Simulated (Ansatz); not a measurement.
## ZnSe, pressure series

Base system: ZnSe in the zinc blende structure (space group F-43m, No. 216; a = 5.633 Å).

Cell and atoms are relaxed at each pressure.

Level of theory: plane-wave PAW DFT at the PBEsol level (Ansatz, an electronic-structure program, 420 eV), no spin-orbit coupling.

Notes on the quantities. hole mass: degenerate bands, along [100]; enthalpy: H = E + PV relative to the base's energy.

| variant | volume per atom | electron mass | hole mass | enthalpy |
|---|---|---|---|---|
| base | 22.35 Å³ | 0.091 mₑ (at Γ) | 0.096, 0.58, 0.58 mₑ (at Γ) | – |
| pressure −2 GPa | 23.10 Å³ | 0.085 mₑ (at Γ) | 0.089, 0.60, 0.60 mₑ (at Γ) | -0.28 eV/atom |
| pressure −1 GPa | 22.70 Å³ | 0.088 mₑ (at Γ) | 0.093, 0.59, 0.59 mₑ (at Γ) | -0.14 eV/atom |
| pressure 0.9 GPa | 22.05 Å³ | 0.094 mₑ (at Γ) | 0.099, 0.57, 0.57 mₑ (at Γ) | +0.12 eV/atom |
| pressure 2.1 GPa | 21.68 Å³ | 0.097 mₑ (at Γ) | 0.10, 0.55, 0.55 mₑ (at Γ) | +0.29 eV/atom |
| pressure 4.5 GPa | 21.04 Å³ | 0.10 mₑ (at Γ) | 0.11, 0.53, 0.53 mₑ (at Γ) | +0.61 eV/atom |
| pressure 9 GPa | 20.06 Å³ | 0.11 mₑ (at Γ) | 0.12, 0.50, 0.50 mₑ (at Γ) | +1.18 eV/atom |
| pressure 15 GPa | 19.04 Å³ | 0.12 mₑ (at Γ) | 0.13, 0.46, 0.46 mₑ (at Γ) | +1.92 eV/atom |
| pressure 22.5 GPa | 18.06 Å³ | 0.13 mₑ (at Γ) | 0.14, 0.43, 0.43 mₑ (at Γ) | +2.78 eV/atom |
| pressure 30 GPa | 17.28 Å³ | 1.1 mₑ along k, 0.26 mₑ across (at X) | 0.15, 0.40, 0.40 mₑ (at Γ) | +3.61 eV/atom |

The levels and masses belong to the bands next to the band gap. Load acts through the strain it causes; cell and atoms are relaxed under it. Effective masses come from finite differences of ±0.01 Å⁻¹. Along k means along the line from Γ to the band edge. Whether these cells are dynamically stable was not tested. Measured, ZnSe leaves this structure (for rock salt) near 13 GPa (temperature not stated; as listed in M. Köfferlein et al., Hyperfine Interactions (1994)).
